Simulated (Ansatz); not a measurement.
Relaxation of cell and atoms of ZnS (P6_3mc, 28 atoms in the cell) at several settings

```yaml
crystal:
  lattice:
    - [3.78007, 0.00000, 0.00000]
    - [-1.89003, 3.27363, 0.00000]
    - [0.00000, 0.00000, 43.28184]
  atoms:
    - { symbol: Zn, position: [0.66667, 0.33333, 0.07150] }
    - { symbol: Zn, position: [0.33333, 0.66667, 0.57150] }
    - { symbol: Zn, position: [0.00000, 0.00000, 0.64290] }
    - { symbol: Zn, position: [0.00000, 0.00000, 0.14290] }
    - { symbol: Zn, position: [0.33333, 0.66667, 0.78570] }
    - { symbol: Zn, position: [0.66667, 0.33333, 0.28570] }
    - { symbol: Zn, position: [0.00000, 0.00000, 0.35720] }
    - { symbol: Zn, position: [0.00000, 0.00000, 0.85720] }
    - { symbol: Zn, position: [0.66667, 0.33333, 0.92860] }
    - { symbol: Zn, position: [0.33333, 0.66667, 0.42860] }
    - { symbol: Zn, position: [0.33333, 0.66667, 0.21430] }
    - { symbol: Zn, position: [0.66667, 0.33333, 0.71430] }
    - { symbol: Zn, position: [0.33333, 0.66667, 0.00000] }
    - { symbol: Zn, position: [0.66667, 0.33333, 0.50000] }
    - { symbol: S, position: [0.33333, 0.66667, 0.48200] }
    - { symbol: S, position: [0.66667, 0.33333, 0.98200] }
    - { symbol: S, position: [0.33333, 0.66667, 0.05360] }
    - { symbol: S, position: [0.66667, 0.33333, 0.55360] }
    - { symbol: S, position: [0.66667, 0.33333, 0.33930] }
    - { symbol: S, position: [0.33333, 0.66667, 0.83930] }
    - { symbol: S, position: [0.00000, 0.00000, 0.41070] }
    - { symbol: S, position: [0.00000, 0.00000, 0.91070] }
    - { symbol: S, position: [0.66667, 0.33333, 0.76780] }
    - { symbol: S, position: [0.33333, 0.66667, 0.26780] }
    - { symbol: S, position: [0.00000, 0.00000, 0.19640] }
    - { symbol: S, position: [0.00000, 0.00000, 0.69640] }
    - { symbol: S, position: [0.66667, 0.33333, 0.12500] }
    - { symbol: S, position: [0.33333, 0.66667, 0.62500] }
```

Base: Ansatz (a program for electronic structure) with PBE, PAW files. Its settings: basis.ecutwfc = 30.9 Ry; kpoints.mp_grid.grid = 5 5 1; hamiltonian.xc = pbe; hamiltonian.pseudopotentials = {kind: paw} (the program's default PAW files); scf.occupations.method = fixed. Starting volume 19.13 Å³ per atom.

Each line gives the change from the base single point and the result:

- hamiltonian.xc: pbe → lda; relax: default → cell and atoms [DFT, LDA (PW92), plane waves, PAW files made with PBE]: pressure 0.00 GPa; largest force (vector length) 0.004 eV/Å; final cell a = b = 3.746 Å, c = 42.811 Å, α = β = 90.00°, γ = 120.00°; final volume per atom 18.58 Å³; relaxation steps 4.
- relax: default → cell and atoms: pressure 0.00 GPa; largest force (vector length) 0.002 eV/Å; final cell a = b = 3.8506 Å, c = 44.0006 Å, α = β = 90.00°, γ = 120.00°; final volume per atom 20.18 Å³; relaxation steps 5; free energy against the base single point -13.0 meV/atom.

The starting cell comes from a database of computed structures (which also holds hypothetical and non-ambient phases and stackings), without a prior relaxation at this level. Its lattice was rescaled by a random factor within 2.5 % of one. Ansatz's pressure includes its estimate of the finite-basis (Pulay) stress.

Left out of this page: 1 run of the series outside the window shown, repeating another row's setting, or not comparable.

Keys are those of Ansatz 0.2.
